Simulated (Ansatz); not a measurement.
Amorphous Si₂₄O₄₉Mg, 74 atoms at 2.22 g/cm³, one PBE-relaxed geometry, zone centre. Methods: PBE, scalar-relativistic without spin-orbit coupling (Ansatz, an electronic-structure program); r2SCAN, scalar-relativistic without spin-orbit coupling (Ansatz); HSE06, scalar-relativistic without spin-orbit coupling (Ansatz). Plane waves to 420 eV (r2SCAN 500 eV); exact exchange is cut at the cell's faces. At PBE the levels at the filled edge of the gap are localised (band-tail or defect states), and the nearest spread-out levels lie 5.5 eV apart at the zone centre. All rungs ran without spin polarisation.

A CHGNet melt-quench gave the starting glass, which DFT then relaxed. O atoms were pushed apart under 1.9 Å during the dynamics, to hinder bonds among them. The hot cell started wider than the set density and was brought back towards it in steps. It is the lowest in DFT energy of 2 quenches. It is a model cell: composition and starting density were chosen by hand, and all elements were melted together. No dispersion term was used. Its density started from a set value of 2.22 and ended at 2.22 g/cm³. The simulated quench (nominally 400 K/ps over its main leg) is rapid and tends to freeze in more defects than a deposited or slowly cooled glass has. Values belong to this one cell and scatter from quench to quench. The volume was held where the preparation left it, at a PBE pressure of 1.2 GPa. Stress components on the final sampling reach 2.7 GPa.

The relaxation ran on the zone centre alone. At PBE the level gap is 4.66 eV on a 2×2×2 Γ-centred mesh, and the spacing at the zone centre alone 4.66 eV.

What zone-centre spacing does r2SCAN give, roughly?

5.32 eV (+0.66 eV against PBE).

What zone-centre spacing does HSE06 give, roughly?

6.41 eV (+1.75 eV against PBE).

The highest filled and the lowest empty state spread over these numbers of atoms (participation numbers): PBE: 2.1 and 61.1; r2SCAN: 2.1 and 60.2; HSE06: 2.1 and 59.1.
